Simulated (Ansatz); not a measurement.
## A computed series for Si: response to strain

Start from Si in the diamond structure (space group Fd-3m, No. 227).

```xyz
2
Lattice="0.0000 2.7169 2.7169 2.7169 0.0000 2.7169 2.7169 2.7169 0.0000" Properties=species:S:1:pos:R:3 pbc="T T T"
Si     0.0000     0.0000     0.0000
Si     1.3584     1.3584     1.3584
```

Cartesian axes are those of the cell as printed.

Strains are applied to the cell and any free atomic positions relax; under biaxial strain the out-of-plane vector relaxes too.

Computed with Ansatz (a first-principles code), PBEsol, PAW, cutoff 420 eV, no SOC.

Candidates:
(a) biaxial strain +2.50 %, plane normal [001], relaxed out of plane
(b) biaxial strain −1.00 %, plane normal [001], relaxed out of plane
(c) biaxial strain −1.50 %, plane normal [001], relaxed out of plane

Order them by out-of-plane strain, highest first.

(c) biaxial strain −1.50 %, plane normal [001], relaxed out of plane (+1.19 %), (b) biaxial strain −1.00 %, plane normal [001], relaxed out of plane (+0.79 %), (a) biaxial strain +2.50 %, plane normal [001], relaxed out of plane (-2.04 %)

Whether these cells are dynamically stable was not tested.
